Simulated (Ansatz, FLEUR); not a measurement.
A FLEUR input for a self-consistent single point of GaN (P6_3mc, 4 atoms in the cell) (DFT, PBE, all-electron FLAPW (FLEUR), scalar-relativistic valence):

Input of the input generator:

```
GaN
&input film=f /
1.0000000000 0.0000000125 0.0000000000
-0.5000000108 0.8660253975 0.0000000000
0.0000000000 0.0000000000 1.6286126238
5.9209953991
1.0 1.0 1.0

4
31 0.6666666667 0.3333333333 0.5912000000
31 0.3333333333 0.6666666667 0.0912000000
7 0.6666666667 0.3333333333 0.9688000000
7 0.3333333333 0.6666666667 0.4688000000

&comp jspins=1 /
&kpt div1=6 div2=6 div3=4 gamma=t /
&end /
```

```xml
<?xml version="1.0" encoding="UTF-8" standalone="no"?>
<fleurInput fleurInputVersion="0.39">
   <comment>
      GaN                                                                                                 
   </comment>
   <calculationSetup>
      <cutoffs Kmax="4.7" Gmax="18.8" GmaxXC="18.8" numbands="0"/>
      <scfLoop itmax="100" minDistance="0.00001" maxIterBroyd="25" imix="Anderson" alpha="0.05" precondParam="0.0" spinf="2.0"/>
      <coreElectrons ctail="T" frcor="F" kcrel="0" coretail_lmax="0"/>
      <xcFunctional name="pbe" relativisticCorrections="F"/>
      <magnetism jspins="1"/>
      <soc l_soc="F" theta="0.0" phi="0.0" spav="F"/>
      <expertModes spex="0" secvar="F"/>
      <geometryOptimization l_f="T" forcealpha="1.0" forcemix="BFGS" epsdisp="0.00001" epsforce="0.00001"/>
      <ldaU l_linMix="F" mixParam="0.05" spinf="1.0"/>
   </calculationSetup>
   <cell>
      <bzIntegration valenceElectrons="36.0" mode="hist" fermiSmearingEnergy="0.00183747">
         <kPointListSelection listName="default-1"/>
         <!-- k-points included here -->
         <xi:include xmlns:xi="http://www.w3.org/2001/XInclude" href="kpts.xml"> </xi:include>
      </bzIntegration>
      <!-- symmetry operations included here -->
      <xi:include xmlns:xi="http://www.w3.org/2001/XInclude" href="sym.xml"> </xi:include>
      <bulkLattice scale="1.0">
         <bravaisMatrix>
            <row-1>    5.9209953990999997     0.0000000740124425     0.0000000000000000</row-1>
            <row-2>   -2.9604977634967504     5.1277323941012485     0.0000000000000000</row-2>
            <row-3>    0.0000000000000000     0.0000000000000000     9.6430078524359786</row-3>
         </bravaisMatrix>
      </bulkLattice>
   </cell>
   <atomSpecies>
      <species name="Gallium (Ga)" element="Ga" atomicNumber="31">
         <mtSphere radius="2.20" gridPoints="761" logIncrement="0.016"/>
         <atomicCutoffs lmax="8" lnonsphr="6"/>
         <electronConfig flipSpins="F">
            <coreConfig>(1s1/2) (2s1/2) (2p1/2) (2p3/2) (3s1/2) (3p1/2) (3p3/2)</coreConfig>
            <valenceConfig>(4s1/2) (3d3/2) (3d5/2) (4p1/2) (4p3/2)</valenceConfig>
            <stateOccupation state="(4p1/2)" spinUp="0.1666666666667" spinDown="0.1666666666667"/>
            <stateOccupation state="(4p3/2)" spinUp="0.3333333333333" spinDown="0.3333333333333"/>
         </electronConfig>
         <energyParameters s="4" p="4" d="3" f="4"/>
         <lo type="HELO" l="2" n="4" eDeriv="0"/>
      </species>
      <species name="Nitrogen (N)" element="N" atomicNumber="7">
         <mtSphere radius="1.24" gridPoints="431" logIncrement="0.024"/>
         <atomicCutoffs lmax="6" lnonsphr="4"/>
         <electronConfig flipSpins="F">
            <coreConfig>(1s1/2)</coreConfig>
            <valenceConfig>(2s1/2) (2p1/2) (2p3/2)</valenceConfig>
            <stateOccupation state="(2p1/2)" spinUp="0.5" spinDown="0.5"/>
            <stateOccupation state="(2p3/2)" spinUp="1.0" spinDown="1.0"/>
         </electronConfig>
         <energyParameters s="2" p="2" d="3" f="4"/>
      </species>
   </atomSpecies>
   <atomGroups>
      <atomGroup species="Gallium (Ga)">
         <relPos label="                   1">-1.000/3.000 1.000/3.000 -.4088000000</relPos>
         <relPos label="                   2">1.000/3.000 -1.000/3.000 .0912000000</relPos>
         <force calculate="T" relaxXYZ="TTT"/>
      </atomGroup>
      <atomGroup species="Nitrogen (N)">
         <relPos label="                   3">-1.000/3.000 1.000/3.000 -.0312000000</relPos>
         <relPos label="                   4">1.000/3.000 -1.000/3.000 .4688000000</relPos>
         <force calculate="T" relaxXYZ="TTT"/>
      </atomGroup>
   </atomGroups>
   <output dos="F" band="F" slice="F">
      <checks vchk="F" cdinf="F"/>
      <bandDOS minEnergy="-.5*Htr" maxEnergy="0.5*Htr" sigma="0.015" storeEVData="T"/>
      <vacuumDOS vacdos="F" integ="F" star="F" nstars="0" locx1="0.0" locy1="0.0" locx2="0.0" locy2="0.0" nstm="0" tworkf="0.0"/>
      <unfoldingBand unfoldBand="F" supercellX="1" supercellY="1" supercellZ="1"/>
      <plotting iplot="0" polar="F">
         <plot TwoD="T" vec1="  1.0  0.0  0.0" vec2="  0.0  1.0  0.0" vec3="  0.0  0.0  1.0" zero="  0.0  0.0  0.0" file="plot"/>
      </plotting>
      <chargeDensitySlicing numkpt="0" minEigenval="0.0" maxEigenval="0.0" nnne="0" pallst="F"/>
      <specialOutput eonly="F"/>
      <magneticCircularDichroism mcd="F" energyLo="-10.0" energyUp="0.0"/>
   </output>
  <!-- We include the file relax.xml here to enable relaxations (see documentation) -->
  <xi:include xmlns:xi="http://www.w3.org/2001/XInclude" href="relax.xml"> <xi:fallback/> </xi:include>
</fleurInput>
```

Translate this input to Ansatz (an electronic-structure program).

One input that does it (others would too):

Ansatz 0.2 input:
```yaml
crystal:
  lattice:
    - [3.133256, 0.000000, 0.000000]
    - [-1.566628, 2.713479, 0.000000]
    - [0.000000, 0.000000, 5.102860]
  atoms:
    - { symbol: Ga, position: [0.666667, 0.333333, 0.591200] }
    - { symbol: Ga, position: [0.333333, 0.666667, 0.091200] }
    - { symbol: N, position: [0.666667, 0.333333, 0.968800] }
    - { symbol: N, position: [0.333333, 0.666667, 0.468800] }
kpoints:
  mp_grid: { grid: [6, 6, 4] }
hamiltonian:
  xc: pbe
  pseudopotentials: { kind: paw }
scf:
  occupations: { method: fermi_dirac, width: 0.0037 Ry }
output:
  forces: true
  eigenvalues: true
  stress: true
```

Basis settings and potentials, where a program has them, do not carry over. This input uses DFT, PBE, plane waves, default PAW files. The width in Ry is rounded to four decimals.

The starting cell comes from a database of published, mostly measured structures (it also holds non-ambient and calculated ones), without a prior relaxation at this level. For this run, on top of that: lattice scaled by 0.98.
